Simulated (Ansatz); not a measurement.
Base system: MgSe in the rock salt structure (space group Fm-3m, No. 225; a = 5.450 Å).

The change: O takes the place of Se on all its sites; the structure is relaxed again.

Levels (all Ansatz, a quantum-chemistry and plane-wave program, PAW): PBEsol (420 eV, spin-orbit coupling left out); HSE06 (420 eV, no spin-orbit coupling).

The geometry is relaxed with PBEsol.

PBEsol band gap: 4.62 eV

With HSE06 at the same geometry, the band gap increases by 1.85 eV (4.62 eV → 6.47 eV).

Single points use the geometry relaxed with PBEsol. Stability against distortions was not tested.
